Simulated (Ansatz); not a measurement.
Reference: CsAu (Pm-3m), PBEsol, rigid bands (plane waves, PAW, scalar-relativistic; Ansatz, a program for electronic structure); geometry: cell and atoms relaxed with PBEsol.

```cif
data_AuCs
_chemical_formula_sum 'Cs1 Au1'
_space_group_name_H-M_alt 'P 1'
_space_group_IT_number 1
_cell_length_a 4.16197
_cell_length_b 4.16197
_cell_length_c 4.16197
_cell_angle_alpha 90.000
_cell_angle_beta 90.000
_cell_angle_gamma 90.000
loop_
_space_group_symop_operation_xyz
  'x, y, z'
loop_
_atom_site_label
_atom_site_type_symbol
_atom_site_fract_x
_atom_site_fract_y
_atom_site_fract_z
_atom_site_occupancy
Cs1 Cs 0.00000 0.00000 0.00000 1
Au1 Au 0.50000 0.50000 0.50000 1
```

- band gap = 0.79 eV
- electron conductivity mass = 0.23 mₑ
- Seebeck coefficient, n-type 1e19 cm⁻³ = -222 μV/K

**Question.** Replace Au by Br on the same sites and relax. What happens?

**Answer.** CsBr (Pm-3m): volume per atom 36.0 to 38.2 Å³; band gap rises (0.79 eV to 4.45 eV); electron conductivity mass rises (0.23 mₑ to 0.30 mₑ); Seebeck coefficient, n-type 1e19 cm⁻³ falls in size (-222 μV/K to -155 μV/K).

**Question.** Replace Au by H on the same sites and relax. What happens?

**Answer.** CsH (Pm-3m): volume per atom 36.0 to 25.8 Å³; band gap rises (0.79 eV to 2.54 eV); electron conductivity mass rises (0.23 mₑ to 0.55 mₑ); Seebeck coefficient, n-type 1e19 cm⁻³ rises in size (-222 μV/K to -331 μV/K).

**Question.** Swap Au for Cl, keeping the structure type. How do these values move?

**Answer.** CsCl (Pm-3m): volume per atom 36.0 to 33.7 Å³; band gap rises (0.79 eV to 5.23 eV); electron conductivity mass rises (0.23 mₑ to 0.57 mₑ); Seebeck coefficient, n-type 1e19 cm⁻³ rises in size (-222 μV/K to -321 μV/K).

Moves up to 5 % count as about the same. Masses are for dilute carriers at 300 K, harmonic means over directions unless an axis is named. Seebeck coefficients are for the stated density at 300 K, with one relaxation time for all states and whether or not that doping can be reached. Spin-orbit coupling is left out.

Formula and space group known from diffraction (Crystallography Open Database), not checked to be the room-temperature form: CsAu (Pm-3m). Computed structure with no diffraction record at hand here (it may be known, metastable or hypothetical): CsH (Pm-3m). The missing spin-orbit coupling matters most for CsAu (Pm-3m).
